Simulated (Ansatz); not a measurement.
GaP with two functionals, P → Sb

The reference is GaP in the zinc blende structure (space group F-43m, No. 216; a = 5.5064 Å).

(Cell as relaxed with PBE.)

Levels (all Ansatz, an electronic-structure program, PAW, earlier PAW set): PBE (420 eV, no spin-orbit coupling); PBEsol (420 eV, no spin-orbit coupling).

Each level relaxes its own structure.

```tsv
base	PBE	PBEsol
volume per atom	20.87 Å³	20.11 Å³
lattice parameter a	5.506 Å	5.439 Å
band gap	1.58 eV	1.45 eV
```

Now apply this change: Sb takes the place of P on all its sites, then cell and atoms are relaxed.

```json
[
 {"quantity": "shortest interatomic distance", "PBE": "2.691 Å", "PBEsol": "___"},
 {"quantity": "band gap", "PBE": "zero", "PBEsol": "___"}
]
```

Task: What does PBEsol give?

Result: 
- shortest interatomic distance, PBEsol: 2.647 Å
- band gap, PBEsol: zero

PBE's shortest interatomic distance lies 0.044 Å above PBEsol's (1.7 %); the two agree on the band gap. Neither level is exact; PBEsol is the comparison here, not a measurement.

With Sb present, leaving out spin-orbit coupling can change the band edges. Stability against distortions was not tested. All final runs are without spin polarisation. The zero or small gap of GaSb can change with the level of theory.
